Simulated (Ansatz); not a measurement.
A calculation on CsCl-type AuZn (cubic form, which distorts at low temperature) returned lattice constant a 3.149 Å, bulk modulus 135 GPa, cohesive energy 2.60 eV/atom, formation enthalpy -0.239 eV/atom.

For reference: bulk modulus 131 GPa (measured, temperature not stated, no zero-point or thermal correction; as tabulated in Nepal et al. (2020), arXiv:2007.11150); formation enthalpy -0.235 ± 0.04 eV/atom (measured, temperature not stated, not corrected to a static lattice; as tabulated in Nepal et al. (2020), arXiv:2007.11150).

Problem. Which level of theory produced these numbers?
A. PBE0 (Ansatz, an electronic-structure program)
B. PBE-D3(BJ) (Ansatz)
C. HSE06-D3(BJ) (Ansatz)
D. r²SCANh (Ansatz)

Solution. D, r²SCANh (Ansatz)

The others give: PBE0 3.169 Å, 124 GPa, 2.29 eV/atom, -0.253 eV/atom; PBE-D3(BJ) 3.139 Å, 136 GPa, 2.83 eV/atom, -0.221 eV/atom; HSE06-D3(BJ) 3.112 Å, 148 GPa, 2.99 eV/atom, -0.269 eV/atom.

Unless a cell is named, each level is at its own relaxed cell (HSE06-D3(BJ) 15.06, PBE-D3(BJ) 15.47, PBE0 15.91, r²SCANh 15.61 Å³/atom).

Caveats: symmetry holds this phase in the static calculation, where it need not be a minimum (PBE0, PBE-D3(BJ), HSE06-D3(BJ), r²SCANh). Ansatz's density-functional and Hartree–Fock values are scalar-relativistic unless marked +SOC, with PAW data made under PBE.
